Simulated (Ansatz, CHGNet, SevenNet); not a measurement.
SnSe2 (model structure, started from the 3R-MoS2 type, R3m, No. 160, 3 atoms in the cell): lattice constant a by level of theory

No measured value is used here.

```json
[
 {"level (code)": "CHGNet 0.3.0", "value (Å)": "3.829"},
 {"level (code)": "CHGNet-r²SCAN", "value (Å)": "3.802"},
 {"level (code)": "SevenNet-0", "value (Å)": "3.773"},
 {"level (code)": "LDA (Ansatz)", "value (Å)": "3.805"},
 {"level (code)": "PBE (Ansatz)", "value (Å)": "3.899"},
 {"level (code)": "PBEsol (Ansatz)", "value (Å)": "3.831"},
 {"level (code)": "PBE-D3(BJ) (Ansatz)", "value (Å)": "3.839"}
]
```

CHGNet 0.3.0, CHGNet-r²SCAN, SevenNet-0: the cell has another shape than the first-principles one, perhaps another minimum in the same group. CHGNet 0.3.0, CHGNet-r²SCAN, SevenNet-0: the cell moved over 20 % in volume from its start. Ansatz's density-functional and Hartree–Fock values are scalar-relativistic unless marked +SOC, with PAW data made under PBE.

Machine-learned potentials (CHGNet 0.3.0, CHGNet-r²SCAN, SevenNet-0) are trained on DFT data: a solid inside that data is no test of them.

A model structure was made by putting elements into a prototype or built by hand; it is no filed structure, need not be a known phase, and can be a saddle point held by its symmetry.

Ansatz is an electronic-structure program.
